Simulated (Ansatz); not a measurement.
Tunnelling through a barrier is set by its complex band structure: the current falls as exp(−2κd) with the smallest κ.

Consider the following.

```yaml
crystal:
  lattice:
    - [5.45912, 0.00000, 0.00000]
    - [0.00000, 9.19420, 0.00000]
    - [0.00000, 0.00000, 5.14912]
  atoms:
    - { symbol: Ti, position: [0.59742, 0.37103, 0.13791] }
    - { symbol: Ti, position: [0.40258, 0.62897, 0.86209] }
    - { symbol: Ti, position: [0.09742, 0.62897, 0.36209] }
    - { symbol: Ti, position: [0.90258, 0.37103, 0.63791] }
    - { symbol: Ti, position: [0.40258, 0.12897, 0.63791] }
    - { symbol: Ti, position: [0.59742, 0.87103, 0.36209] }
    - { symbol: Ti, position: [0.90258, 0.87103, 0.86209] }
    - { symbol: Ti, position: [0.09742, 0.12897, 0.13791] }
    - { symbol: O, position: [0.61001, 0.26971, 0.46471] }
    - { symbol: O, position: [0.38999, 0.73029, 0.53529] }
    - { symbol: O, position: [0.11001, 0.73029, 0.03529] }
    - { symbol: O, position: [0.88999, 0.26971, 0.96471] }
    - { symbol: O, position: [0.38999, 0.23029, 0.96471] }
    - { symbol: O, position: [0.61001, 0.76971, 0.03529] }
    - { symbol: O, position: [0.88999, 0.76971, 0.53529] }
    - { symbol: O, position: [0.11001, 0.23029, 0.46471] }
    - { symbol: O, position: [0.14881, 0.01048, 0.81663] }
    - { symbol: O, position: [0.85119, 0.98952, 0.18337] }
    - { symbol: O, position: [0.64881, 0.98952, 0.68337] }
    - { symbol: O, position: [0.35119, 0.01048, 0.31663] }
    - { symbol: O, position: [0.85119, 0.48952, 0.31663] }
    - { symbol: O, position: [0.14881, 0.51048, 0.68337] }
    - { symbol: O, position: [0.35119, 0.51048, 0.18337] }
    - { symbol: O, position: [0.64881, 0.48952, 0.81663] }
```

The cell is taken as given; by r2SCAN it stands under a pressure of -1.2 GPa.

Transport runs along the normal of the first two printed cell vectors.

No gap correction and no spin-orbit coupling; mid-gap is the computed energy nearest the middle.

Compute, with r2SCAN (Ansatz, a program for electronic structure), the band gap and the smallest decay constant κ at mid-gap.

Gap 2.66 eV on a 6×4×6 mesh; κ = 0.367 1/Å, at the zone centre.
